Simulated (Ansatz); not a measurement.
Base system: Be2Si (space group Fm-3m, No. 225; a = 5.284 Å; a model cell, its experimental status unchecked; relaxed with 0.1 eV smearing). Axes: x, y, z lie along the cube axes.

Computed with Ansatz (a first-principles code), PBE, PAW, cutoff 420 eV, scalar-relativistic without spin-orbit coupling.

Before the change:

```
Quantity                         Result
-----------------------------  --------
Shortest interatomic distance  228.8 pm
Band gap                           zero
```

Perturbation: uniaxial strain ε_xx = +0.71 %, all other strain components held at zero; the atoms relax in the strained cell.

What does the calculation give for the energy relative to the base after the change?

The energy hardly moves.

What does the calculation give for the stress after the change?

The stress (xx, yy, zz, yz, xz, xy; compression positive) amounts to (-1.0, -0.6, -0.6, 0.0, 0.0, 0.0) GPa.

What happens to the shortest interatomic distance?

The shortest interatomic distance grows by 0.5 pm to 229.3 pm.

Estimate the effect on the band gap.

The band gap stays zero.

Whether these cells are dynamically stable was not tested. The final runs are not spin-polarised.
